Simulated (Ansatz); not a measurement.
Structures of equal composition on the (0001) surface of hcp Ru: a layer of Co in place of the second plane; a layer of Co in place of the third plane. The slabs share one bottom face, and each structure is named by its start. These are constructed structures in small cells; real faces may alloy, dewet or reconstruct in larger ones, and not all known structures of the face are among them. Slabs of about 11 Å, Fermi-Dirac smearing of 0.1 eV. Bottom of the slabs: a bare face, its two planes held. Relaxed from the named starts with such symmetry as they have, on meshes of like density; energies extrapolated to zero smearing; spin only where a row says so; no spin-orbit coupling, no U. Brackets mark spin-polarised runs, whose order is one that fits the cell.

Calculation: PBE (plane waves to 420 eV, PAW; Ansatz, a program for electronic structure).

Question: Put the candidates in order of energy per 1x1 cell, lowest first, for PBE.

Answer: a layer of Co in place of the third plane (0.000 eV [spin, 1.3 μB a cell]), a layer of Co in place of the second plane (0.092 eV [spin, 1.8 μB a cell])
